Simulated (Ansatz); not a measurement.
**The (30-31) surface of hcp Mg in its 1x1 cell, outermost plane spacing 0.45 Å in the ideal cut**

All values below come from PBE (plane waves to 420 eV, PAW; Ansatz, an electronic-structure program).

Model: 24-atom slab, 10.5 Å thick at the start (thin: gaps and levels are the slab's own), 12x3x1 mesh, Fermi-Dirac 0.1 eV, dipole correction, all atoms relaxed; held to the part of the start's symmetry that mesh and held atoms allow; no spin, no spin-orbit, no U.

```
Item                                                       Result
-----------------------------------  ----------------------------
surface energy (mean of both faces)                     40 meV/Å²
surface energy before relaxation                        0.65 J/m²
work function of the top face                             3.61 eV
energy released by relaxation                            0.094 eV
cost                                 very roughly 17 core-minutes
```
